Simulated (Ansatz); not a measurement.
Base system: CaTiO$_{3}$ (space group I4/mcm, No. 140).

```
CaTiO3
1.0
   -2.66947     2.66947     3.87753
    2.66947    -2.66947     3.87753
    2.66947     2.66947    -3.87753
Ca Ti O
2 2 6
Direct
  0.25000   0.75000   0.50000
  0.75000   0.25000   0.50000
  0.50000   0.50000   0.00000
  0.00000   0.00000   0.00000
  0.81072   0.31072   0.12143
  0.18928   0.68928   0.87857
  0.31072   0.18928   0.50000
  0.68928   0.81072   0.50000
  0.75000   0.75000   0.00000
  0.25000   0.25000   0.00000
```

Calculations: PBEsol, PAW, 420 eV (Ansatz, a first-principles code; no spin-orbit coupling).

Before the change:

The lattice parameter a comes out as 5.339 Å. The c/a ratio is 1.453.

Now apply this change: a hydrostatic pressure of 5 GPa.

Task: Estimate the effect on the lattice parameter a and c/a ratio.

Result: The lattice parameter a drops by 0.054 Å, from 5.339 Å to 5.285 Å; the c/a ratio grows by 0.006 to 1.459.

Load acts through the strain it causes; cell and atoms are relaxed under it. No phonon test of stability was made. No other phases were tried under pressure. All final runs are without spin polarisation.
